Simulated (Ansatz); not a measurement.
Effect of strain tensor (xx, yy, zz, yz, xz, xy) = (−0.35, +1.65, +0.69, +1.40, −0.54, −0.71) % on TaO2

The parent structure is TaO₂ in the rutile structure (space group P4_2/mnm, No. 136; a = 4.950 Å, c = 2.852 Å; a cell from a computed database, its experimental status unchecked). Axes: x, y, z lie along a, b, c of the conventional cell.

One thing is altered: the symmetric strain tensor [-0.0035 -0.0071 -0.0054; -0.0071 0.0165 0.0140; -0.0054 0.0140 0.0069]; the atoms relax in the strained cell.

Level of theory: plane-wave PAW DFT at the PBEsol level (Ansatz, a first-principles code, 420 eV), without spin-orbit coupling. Γ-centred 10×10×16 mesh, Fermi–Dirac width 0.05 eV.

- Volume per atom = 11.88 Å³ (base 11.65 Å³)
- Space group = P-1 (No. 2) (base P4_2/mnm (No. 136))
- Shortest interatomic distance = 2.011 Å (base 2.007 Å)
- Energy relative to the base (free energy F) = +9.8 meV/atom
- Pressure (mean of the normal stresses, compression positive) = -5.2 GPa (base 0.0 GPa)
- Band gap = zero (base zero)
- Largest internal atomic displacement = 0.035 Å
- Stress (xx, yy, zz, yz, xz, xy; compression positive) = (-4.2, -6.3, -5.0, -2.9, 1.2, 3.6) GPa (rough)

Final structure:

```xyz
6
Lattice="4.9324 -0.0349 -0.0265 -0.0349 5.0314 0.0693 -0.0153 0.0399 2.8718" Properties=species:S:1:pos:R:3 pbc="T T T"
Ta    -0.0076     0.0200     1.4359
Ta     2.4488     2.4983     0.0214
O      3.5152     1.4534     1.4640
O      1.3671     3.5830     1.4506
O      1.0573     1.0463    -0.0038
O      3.8402     3.9503     0.0466
```

Without a gap, meshes like the base's 10×10×16 leave anisotropic stresses uncertain by several tenths of a GPa, and small strain energies with them. Whether these cells are dynamically stable was not tested. No Hubbard U is applied, and correlation can decide whether such a compound is a metal. The final runs are not spin-polarised.
